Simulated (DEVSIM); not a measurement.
System: abrupt Si p-n junction, at 300 K.

Layer 1 from the left is Si, thickness (μm) 1.30, Na (cm⁻³) 2.4e16, τn (s) 0.00014, τp (s) 0.00014. Layer 2 from the left is Si, thickness (μm) 180, Nd (cm⁻³) 2e15, τn (s) 0.00014, τp (s) 0.00014.

Left contact: ohmic. Right contact: ohmic. Voltage is applied to the left contact. Recombination: SRH at mid-gap, radiative, Auger. Mobility is μmin + (μ − μmin)/(1 + (N/Nref)^α).

This is a model device: material constants are rounded textbook-type values typed into the input, and sizes, dopings and lifetimes were drawn at random. Values at 300 K.

Si: gap (eV) 1.124, affinity (eV) 4.05, permittivity 11.7, Nc (cm⁻³) 2.86e19, Nv (cm⁻³) 3.1e19, μn (cm²/Vs) 1417, μp (cm²/Vs) 470, μn,min 52, μp,min 45, Nref,n 9.7e16, Nref,p 2.2e17, αn 0.68, αp 0.72, B (cm³/s) 4.7e-15, Cn (cm⁶/s) 2.8e-31, Cp (cm⁶/s) 9.9e-32.

DEVSIM, 1D drift-diffusion, Boltzmann statistics, complete ionisation; no tunnelling, impact ionisation, image-force lowering or self-heating.

Dark forward current:

```csv
|V| (V),|J| (A/cm²)
0.05,1.095e-9
0.10,8.345e-9
0.15,5.763e-8
0.20,3.959e-7
0.25,2.725e-6
0.30,1.879e-5
0.35,0.0001296
0.40,0.0008933
0.45,0.006113
0.50,0.04001
0.55,0.2126
0.60,0.7199
0.65,1.633
0.70,2.946
0.75,4.661
0.80,6.786
0.85,9.326
0.90,12.29
0.95,15.68
1.00,19.49
1.05,23.74
1.10,28.42
1.15,33.54
1.20,39.10
1.25,45.10
1.30,51.54
```

Task: Work out the local ideality factor n = ΔV / (kT/q · ln(J2/J1)) between the rows 0.15 and 0.20 V, 0.30 and 0.35 V, 1.25 and 1.30 V.

Result: kT/q = 25.85 mV. From 0.15 to 0.20 V: ln(3.959e-7/5.763e-8) = 1.927, n = 1.00, near the 1 of diffusion or emission over a barrier. From 0.30 to 0.35 V: ln(0.0001296/1.879e-5) = 1.931, n = 1.00, near the 1 of diffusion or emission over a barrier. From 1.25 to 1.30 V: ln(51.54/45.10) = 0.133, n = 14.49.

Task: Estimate the current at 0.30 V from the Shockley equation with J0 = Σ q ni² D/(N L) coth(W/L), τ joining the SRH, radiative and Auger lifetimes that are on, and W taken as the whole layer.

Result: ni² = 1.16e20 cm⁻⁶; electrons in the p layer: μ = 1040 cm²/Vs, D = 26.8 cm²/s, τ = 0.000137 s, L = 605 μm, W/L = 0.0021, term 1.59e-10 A/cm²; holes in the n layer: μ = 456 cm²/Vs, D = 11.8 cm²/s, τ = 0.000140 s, L = 406 μm, W/L = 0.44, term 6.47e-12 A/cm². J0 = 1.66e-10 A/cm², and J = J0 exp(qV/kT) = 1.82e-5 A/cm². The simulation gives 1.88e-5 A/cm²; the estimate lies 3.2 % below. The estimate leaves out recombination in the depletion region and that region's share of W.
